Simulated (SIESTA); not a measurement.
# A self-consistent single point of Be3Ir (I4/mmm, 4 atoms in the cell) with SIESTA

Computed with LDA PW92, numerical atomic orbitals DZP, PseudoDojo LDA standard norm-conserving potentials (rewritten from UPF to PSML) run with SIESTA.

Input:

```
# files in the folder: Be.psml Ir.psml (PseudoDojo LDA standard)
SystemName  Be3Ir
SystemLabel be3ir

NumberOfAtoms                4
NumberOfSpecies              2
%block ChemicalSpeciesLabel
  1 4 Be
  2 77 Ir
%endblock ChemicalSpeciesLabel
LatticeConstant              1.0 Ang
%block LatticeVectors
    -1.623452000    1.623452000    3.607442000
     1.623452000   -1.623452000    3.607442000
     1.623452000    1.623452000   -3.607442000
%endblock LatticeVectors
AtomicCoordinatesFormat      Bohr
%block AtomicCoordinatesAndAtomicSpecies
     0.000000000    3.067879656    3.408538695  1
     3.067879656    0.000000000    3.408538695  1
     0.000000000    0.000000000    6.817077390  1
     0.000000000    0.000000000    0.000000000  2
%endblock AtomicCoordinatesAndAtomicSpecies

XC.functional                LDA
XC.authors                   PW92
PAO.BasisSize                DZP
PAO.EnergyShift              0.01 Ry
PAO.Polarization.NonPerturbative true
MeshCutoff                   300 Ry
%block kgrid.MonkhorstPack
    7   0   0  0.0
    0   7   0  0.0
    0   0   7  0.0
%endblock kgrid.MonkhorstPack
OccupationFunction           FD
ElectronicTemperature        1160.45 K

MaxSCFIterations             150
SCF.Mixer.Method             Pulay
SCF.Mixer.Weight             0.1
SCF.Mixer.History            6
SCF.DM.Tolerance             1.0E-04
Diag.ParallelOverK           true
WriteForces                  true
Charge.Mulliken              end
```

Output, abridged:

```
reinit: Reading from file input.fdf

reinit: System Name: Be3Ir
reinit: System Label: be3ir

coor:   Atomic-coordinates input format  =     Cartesian coordinates
coor:                                            (in Bohr units)

siesta: Atomic coordinates (Bohr) and species
siesta:      0.00000   3.06788   3.40854  1        1
siesta:      3.06788   0.00000   3.40854  1        2
siesta:      0.00000   0.00000   6.81708  1        3
siesta:      0.00000   0.00000   0.00000  2        4

siesta: System type = bulk

initatomlists: Number of atoms, orbitals, and projectors:      4    37    56

siesta: ******************** Simulation parameters ****************************
redata: Spin configuration                          = none
redata: Time-Reversal Symmetry                      = T
redata: Number of Atomic Species                    =        2
redata: Mesh Cutoff                                 =   300.0000 Ry
redata: Net charge of the system                    =     0.0000 |e|
redata: Min. number of SCF Iter                     =        0
redata: Max. number of SCF Iter                     =      150
redata: SCF convergence failure will abort job
redata: SCF mix quantity                            = Hamiltonian
redata: Mix DM or H after convergence               =   F
redata: Recompute H after scf cycle                 =   F
redata: Mix DM in first SCF step                    =   T
redata: No kicks to SCF
redata: DM Mixing Weight for Kicks                  =     0.5000
redata: Require Harris convergence for SCF          =   F
redata: Harris energy tolerance for SCF             =     0.000100 eV
redata: Require DM convergence for SCF              =   T
redata: DM tolerance for SCF                        =     0.000100
redata: Require EDM convergence for SCF             =   F
redata: EDM tolerance for SCF                       =     0.001000 eV
redata: Require H convergence for SCF               =   T
   [... lines left out ...]
diag: Parallel distribution                         =     1 x     1
diag: Used triangular part                          = Lower
diag: Absolute tolerance                            =  0.100E-15
diag: Orthogonalization factor                      =  0.100E-05
diag: Memory factor                                 =  1.0000

superc: Internal auxiliary supercell:     7 x     7 x     9  =     441
superc: Number of atoms, orbitals, and projectors:   1764  16317  24696

                        Single-point calculation

superc: Internal auxiliary supercell:     7 x     7 x     9  =     441
superc: Number of atoms, orbitals, and projectors:   1764  16317  24696

outcell: Unit cell vectors (Ang):
       -1.623452    1.623452    3.607442
        1.623452   -1.623452    3.607442
        1.623452    1.623452   -3.607442

outcell: Cell vector modules (Ang)   :    4.276077    4.276077    4.276077
outcell: Cell angles (23,13,12) (deg):    135.3748    135.3748     64.9483
outcell: Cell volume (Ang**3)        :     38.0310
new_DM -- step:     1
Initializing Density Matrix...

Attempting to read DM from file... Failed...
DM filled with atomic data:

InitMesh: MESH = 40 x 40 x 32 = 51200
InitMesh: Mesh cutoff (required, used) =   300.000   370.178 Ry

stepf: Fermi-Dirac step function
        iscf     Eharris(eV)        E_KS(eV)     FreeEng(eV)     dDmax    Ef(eV) dHmax(eV)
   scf:    1    -4030.499525    -4202.011125    -4202.054370  6.812609 -6.107768 41.455629
   scf:    2    -4265.076800    -4236.919013    -4236.979037  3.279687 -7.422211 25.039052
   scf:    3    -4258.669177    -4256.186136    -4256.236061  2.839233-10.098714  1.191056
   scf:    4    -4256.162059    -4256.243762    -4256.297875  0.191918 -9.918094  1.321384
   scf:    5    -4256.288760    -4256.277832    -4256.331973  0.054647 -9.979887  0.109997
   scf:    6    -4256.277830    -4256.277855    -4256.332074  0.004648 -9.984216  0.071421
   scf:    7    -4256.278336    -4256.278225    -4256.332571  0.013244 -9.983106  0.022788
   scf:    8    -4256.278266    -4256.278247    -4256.332575  0.001060 -9.983675  0.002833
   scf:    9    -4256.278269    -4256.278258    -4256.332575  0.000480 -9.984190  0.001513
   scf:   10    -4256.278247    -4256.278253    -4256.332576  0.000162 -9.984106  0.000254
   scf:   11    -4256.278252    -4256.278252    -4256.332576  0.000013 -9.984112  0.000079
SCF Convergence by DM+H criterion
max |DM_out - DM_in|         :     0.0000129549
max |H_out - H_in|      (eV) :     0.0000793862
SCF cycle converged after 11 iterations

Using DM_out to compute the final energy and forces

siesta: E_KS(eV) =            -4256.2783

siesta: E_KS - E_eggbox =     -4256.2783

siesta: Atomic forces (eV/Ang):
     1    0.000333   -0.000333    0.000000
     2   -0.000333    0.000333    0.000000
     3    0.000000    0.000000   -0.000000
     4    0.000000    0.000000   -0.000000
   Tot    0.000000    0.000000   -0.000000
   Max    0.000333
   Res    0.000192    sqrt( Sum f_i^2 / 3N )
   Max    0.000333    constrained

Stress tensor Voigt[x,y,z,yz,xz,xy] (kbar):       88.69       88.69      113.14       -0.15       -0.15        0.06
(Free)E + p*V (eV/cell)    -4258.6312
Target enthalpy (eV/cell)    -4256.3326

siesta: Program's energy decomposition (eV):
siesta: Ebs     =     -1424.981334
siesta: Eions   =      5285.701817
siesta: Ena     =       680.961721
siesta: Ekin    =      1576.519017
siesta: Enl     =      -515.047261
siesta: Eso     =         0.000000
siesta: Edftu   =         0.000000
siesta: DEna    =        53.016718
siesta: DUscf   =         4.866879
siesta: DUext   =         0.000000
siesta: Ex      =      -703.469942
siesta: Ec      =       -67.423568
siesta: Exc     =      -770.893510
siesta: Eharris =     -4256.278252
siesta: Etot    =     -4256.278252
siesta: FreeEng =     -4256.332576

siesta: Stress tensor (static) (eV/Ang**3):
siesta:     0.055353    0.000036   -0.000092
siesta:     0.000036    0.055353   -0.000092
siesta:    -0.000092   -0.000092    0.070615

siesta: Cell volume =         38.031045 Ang**3

siesta: Pressure (static):
siesta:                Solid            Molecule  Units
siesta:          -0.00065828         -0.00065818  Ry/Bohr**3
siesta:          -0.06044043         -0.06043095  eV/Ang**3
siesta:         -96.83625010        -96.82104971  kBar

mulliken: Atomic and Orbital Populations:

Species: Be
Atom  Qatom  Qorb
               1s      2s      2s      2py     2pz     2px
   1  4.213   2.011   0.508  -0.098   0.575   0.641   0.575
   2  4.213   2.011   0.508  -0.098   0.575   0.641   0.575
   3  4.307   2.006   0.767  -0.253   0.657   0.474   0.657

Species: Ir
Atom  Qatom  Qorb
               5s      6s      6s      5py     5pz     5px     6py     6pz
               6px     5dxy    5dyz    5dz2    5dxz    5dx2-y2 5dxy    5dyz
               5dz2    5dxz    5dx2-y2
   4 16.266   1.966   0.117   0.013   2.003   2.013   2.003   0.148   0.195
              0.148   1.700   1.722   1.559   1.722   1.664  -0.144  -0.174

             -0.077  -0.174  -0.136

mulliken: Qtot =       29.000

Mulliken Atomic Populations:
Atom #   charge [q] valence [e]  Species
     1    -0.213134    4.213134  Be
     2    -0.213134    4.213134  Be
     3    -0.307319    4.307319  Be
     4     0.733586   16.266414  Ir
 Total     0.000000
```

The run converged in 11 iterations.

The starting cell comes from a database of computed structures (which also holds hypothetical and non-ambient phases and stackings), without a prior relaxation at this level. Its lattice was rescaled by up to half a per cent. Spin polarisation is off. Values carry the incompleteness of an atom-centred basis. With a pressure of about -10 GPa the cell is away from its equilibrium volume at this level.
